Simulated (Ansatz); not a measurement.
## Effect of uniaxial strain ε_xx = +1.50 % on SiC

Consider SiC (space group P6_3mc, No. 186; a = 3.0781 Å, c = 10.0760 Å). Axes: x lies along a and z along c of the hexagonal cell.

Modification: uniaxial strain ε_xx = +1.50 %, all other strain components held at zero; the atoms relax in the strained cell.

Level of theory: DFT with PBEsol, PAW potentials and a 420 eV plane-wave cutoff in Ansatz (a first-principles code), no SOC. Γ-centred 12×12×4 mesh, Fermi–Dirac width 0.05 eV.

The space group changes from P6_3mc (No. 186) to Cmc2_1 (No. 36) and the shortest interatomic distance rises by 0.006 Å (1.883 Å → 1.889 Å). The energy goes up by 3.5 meV/atom and the pressure (mean of the normal stresses, compression positive) decreases by 3.22 GPa, from -0.01 GPa to -3.23 GPa. The band gap falls by 0.10 eV, from 2.12 eV to 2.02 eV and the gap character amounts to indirect, Γ → Y. The smallest direct gap shrinks by 0.016 eV to 3.23 eV and the hole mass comes out as 2.3 mₑ along x, 0.31 mₑ along y, 1.6 mₑ along z (at Γ). The valence-band top at Γ (three highest levels, from the VBM) becomes 0.00, -0.04, -0.12 eV (base: 0.00, 0.00, -0.05 eV) and the largest internal atomic displacement amounts to 0.013 Å. The stress (xx, yy, zz, yz, xz, xy; compression positive) comes out as (-7.16, -1.66, -0.85, 0.00, 0.00, 0.00) GPa.

Final structure:

```yaml
crystal:
  lattice:
    - [3.12425, 0.00000, 0.00000]
    - [-1.56213, 2.66570, 0.00000]
    - [0.00000, 0.00000, 10.07605]
  atoms:
    - { symbol: Si, position: [0.99892, 0.99784, 0.50052] }
    - { symbol: Si, position: [0.00108, 0.00216, 0.00052] }
    - { symbol: Si, position: [0.33466, 0.66933, 0.25043] }
    - { symbol: Si, position: [0.66534, 0.33067, 0.75043] }
    - { symbol: C, position: [0.00002, 0.00003, 0.31268] }
    - { symbol: C, position: [0.99998, 0.99997, 0.81268] }
    - { symbol: C, position: [0.33579, 0.67158, 0.06200] }
    - { symbol: C, position: [0.66421, 0.32842, 0.56200] }
```

Masses are band curvatures over ±0.01 Å⁻¹ around the edge. Whether these cells are dynamically stable was not tested. Labels are those of the standard path for the cell's own space group.
